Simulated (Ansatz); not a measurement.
# CrCuO2: pressure series

The reference is CrCuO₂ (space group R-3m, No. 166; a = 3.013 Å, c = 17.112 Å (hexagonal axes); ferromagnetic).

Cell and atoms are relaxed at each pressure.

Level of theory: Ansatz (an electronic-structure program) PBE, no spin-orbit coupling.

Two rows of this table had their results exchanged by mistake.

```
pressure           volume per atom (Å³)  shortest distance (Å)  band gap
-----------------  --------------------  ---------------------  --------
pressure −2 GPa                   11.36                  1.861   1.07 eV
pressure −1 GPa                   11.28                  1.858   1.07 eV
pressure 0.9 GPa                  11.14                  1.853   1.08 eV
pressure 2.1 GPa                   9.65                  1.793   0.47 eV
pressure 4.5 GPa                  10.90                  1.844   1.09 eV
pressure 9 GPa                    10.62                  1.833   0.98 eV
pressure 15 GPa                   10.30                  1.820   0.83 eV
pressure 22.5 GPa                  9.95                  1.806   0.65 eV
pressure 30 GPa                   11.06                  1.850   1.09 eV
```

Task: Which two?

Result: The rows for pressure 2.1 GPa and pressure 30 GPa: the volume has to fall steadily with pressure, so 11.06 Å³ belongs to pressure 2.1 GPa and 9.65 Å³ to pressure 30 GPa.

Load acts through the strain it causes; cell and atoms are relaxed under it. Whether these cells are dynamically stable was not tested. No other phases were tried under pressure. No Hubbard U is applied and the magnetic state is the run's own (CrCuO2 ferromagnetic); small cells can't hold the antiferromagnetic order that many such compounds have, so gaps and moments can be off. A gap here joins edges of opposite spin (a spin-flip gap).
